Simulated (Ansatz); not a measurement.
Base system: BN in the zinc blende structure (space group F-43m, No. 216).

```cif
data_BN
_chemical_formula_sum 'B1 N1'
_space_group_name_H-M_alt 'P 1'
_space_group_IT_number 1
_cell_length_a 2.54960
_cell_length_b 2.54960
_cell_length_c 2.54960
_cell_angle_alpha 60.000
_cell_angle_beta 60.000
_cell_angle_gamma 60.000
loop_
_space_group_symop_operation_xyz
  'x, y, z'
loop_
_atom_site_label
_atom_site_type_symbol
_atom_site_fract_x
_atom_site_fract_y
_atom_site_fract_z
_atom_site_occupancy
B1 B 0.00000 0.00000 0.00000 1
N1 N 0.25000 0.25000 0.25000 1
```

Level of theory: PBEsol/PAW in Ansatz (a first-principles code), no SOC.

Strains are applied to the cell and any free atomic positions relax.

One change was made to it. Results:

```csv
quantity,base,after
smallest direct gap,8.81 eV,8.74 eV
"hole mass (degenerate bands, along [100])",0.52 mₑ (at Γ),"0.50, 0.52, 0.52 mₑ (at Γ)"
width of the top valence band,6.64 eV,6.53 eV
pressure,0.00 GPa,-5.61 GPa
energy relative to the base (free energy F),0 meV/atom,+1.6 meV/atom
```

### Question
Which of these changes matches the shifts?
A) isotropic strain −2.50 %
B) isotropic strain +2.50 %
C) isotropic strain +0.50 %

### Answer
C, isotropic strain +0.50 %. For comparison, the energy relative to the base in the other runs: isotropic strain +2.50 % gives +37 meV/atom; isotropic strain −2.50 % gives +42 meV/atom.

Effective masses come from finite differences of ±0.01 Å⁻¹. Whether these cells are dynamically stable was not tested.
